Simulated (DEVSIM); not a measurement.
System: abrupt InP p-n junction, at 300 K.

Layer 1 from the left is InP, thickness (μm) 0.280, Na (cm⁻³) 1.2e17, τn (s) 1.8e-8, τp (s) 1.8e-8. Layer 2 from the left is InP, thickness (μm) 5.80, Nd (cm⁻³) 1.6e15, τn (s) 1.8e-8, τp (s) 1.8e-8.

Left contact: ohmic. Right contact: ohmic. Voltage is applied to the left contact. Recombination: SRH at mid-gap, radiative. Mobility is μmin + (μ − μmin)/(1 + (N/Nref)^α).

Constants are typed, rounded textbook-type inputs, not results; the design itself was drawn at random and stands for no fabricated device. Values at 300 K.

InP: gap (eV) 1.344, affinity (eV) 4.38, permittivity 12.5, Nc (cm⁻³) 5.7e17, Nv (cm⁻³) 1.1e19, μn (cm²/Vs) 5200, μp (cm²/Vs) 170, μn,min 400, μp,min 10, Nref,n 3e17, Nref,p 4.9e17, αn 0.47, αp 0.62, B (cm³/s) 1.2e-10.

### Question
Estimate by hand the built-in potential, the peak field at zero bias, the capacitance at -3 V, and compare with a numerical solution.

### Answer

- Built-in potential: ni = √(Nc Nv) exp(−Eg/2kT) = 1.29e7 cm⁻³ with Eg = 1.344 eV; Vbi = kT/q ln(Na Nd/ni²) = 1.075 V; numerical 1.075 V.
- Peak field at zero bias: depletion approximation: W = √(2εVbi/(qN)) = 0.970 μm with N = 1.58e15 cm⁻³; field = 2Vbi/W = 22200 V/cm; numerical 25800 V/cm (estimate below by 14 %).
- Capacitance at -3 V: C = √(qεN / 2(Vbi + |V|)) = 5.86 nF/cm²; numerical 5.90 nF/cm² (estimate below by 0.66 %).

Model (solved in DEVSIM): 1D drift-diffusion, Boltzmann statistics, complete ionisation; no tunnelling, impact ionisation, image-force lowering or self-heating.
